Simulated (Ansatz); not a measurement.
Amorphous In$_{9}$Ga$_{9}$Zn$_{9}$O$_{38}$Sn, 66 atoms at 5.91 g/cm³, one PBE-relaxed geometry, zone centre. Methods: PBE, scalar-relativistic without spin-orbit coupling (Ansatz, a quantum-chemistry and plane-wave program); r2SCAN, scalar-relativistic without spin-orbit coupling (Ansatz); HSE06, scalar-relativistic without spin-orbit coupling (Ansatz). Plane waves to 420 eV (r2SCAN 500 eV); exact exchange is cut at the cell's faces. At PBE the levels at the filled edge of the gap are localised (band-tail or defect states). All rungs ran without spin polarisation.

It comes from a melt-quench run on a machine-learned potential (CHGNet), relaxed afterwards by DFT. O atoms were pushed apart under 1.9 Å during the dynamics, to hinder bonds among them. The hot cell started wider than the set density and was brought back towards it in steps. It is the lowest in DFT energy of 2 quenches. It is a model cell: composition and starting density were chosen by hand, and all elements were melted together. No dispersion term was used. Its density started from a set value of 5.91 and ended at 5.91 g/cm³. The quench (nominally 260 K/ps over its main leg) was far faster than any real one, so the model tends to hold more defects than a real film. A cell of this size samples the disorder only roughly. The volume was held where the preparation left it and the shape relaxed, at a PBE pressure of 3.1 GPa. Stress components on the final sampling reach 3.2 GPa.

The relaxation ran on the zone centre alone. At PBE the level gap is 0.65 eV on a 2×2×2 Γ-centred mesh, and the spacing at the zone centre alone 0.73 eV.

Q: What zone-centre spacing does r2SCAN give, roughly?

A: 1.15 eV (+0.42 eV against PBE).

Q: What zone-centre spacing does HSE06 give, roughly?

A: 2.28 eV (+1.55 eV against PBE).

The highest filled and the lowest empty state spread over these numbers of atoms (participation numbers): PBE: 9.4 and 58.2; r2SCAN: 8.9 and 57.1; HSE06: 9.7 and 56.4.
